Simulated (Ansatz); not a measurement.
Point defect W_Si in 4H silicon carbide

Level of theory: PBE, PAW (plane waves to 420 eV; Ansatz, a first-principles code). Cell: 96 sites, 3×2×1; final energies on a 2×2×2 shifted mesh. Site at the start: the Si(h) site. Charged cells carry a point-charge image correction with potential alignment at far atoms. Dielectric constants: PBE linear response of the host. Host gap at this level: 2.23 eV. These values are not converged in cell size to better than tenths of an eV. PBE underestimates the host's gap, which shifts levels and can delocalise carriers. Spin–orbit coupling is left out, which matters for these heavy elements. Each state is the lowest found from its start.

Formation energies E_f are given with the Fermi level at the valence-band maximum. Chemical conditions: C-rich (Δμ(Si) = -0.41 eV, Δμ(W) = -0.29 eV, bounded by hexagonal WC; only phases computed here count, gases as isolated molecules at 0 K); Si-rich (Δμ(Si) = 0.00 eV, Δμ(W) = -1.02 eV, bounded by tetragonal WSi2; only phases computed here count, gases as isolated molecules at 0 K). Reference phases: Si: silicon, W: bcc W.

```tsv
charge	moment (μB)	largest move off a lattice site (Å)	image correction with alignment (eV)	E_f, C-rich (eV)	E_f, Si-rich (eV)	above the lowest spin state (eV)
+2	not spin-polarised	0.07	1.13	2.44	3.57	0.00
+1	1.0	0.10	0.39	3.16	4.29	0.00
0	2.0	0.16	0.00	4.41	5.54	0.00
0	not spin-polarised	0.16	0.00	4.79	5.93	0.39
−1†	3.0	0.17	-0.06	–	–	0.00
−1†	1.0	0.22	-0.06	–	–	0.00
```

† Not settled in this cell, so no level is given: charge −1: carriers not clearly localised, level within 0.1 eV of a band edge or past it.

No other site or start that was run ended lower by more than 0.1 eV.

Transition levels above the valence-band maximum: ε(+2/+1) = 0.72 eV; ε(+1/0) = 1.25 eV. With a charge missing or unsettled, these needn't be thermodynamic levels.

Flagged in the runs: a host whose relaxation on this sampling wasn't shown to rest.
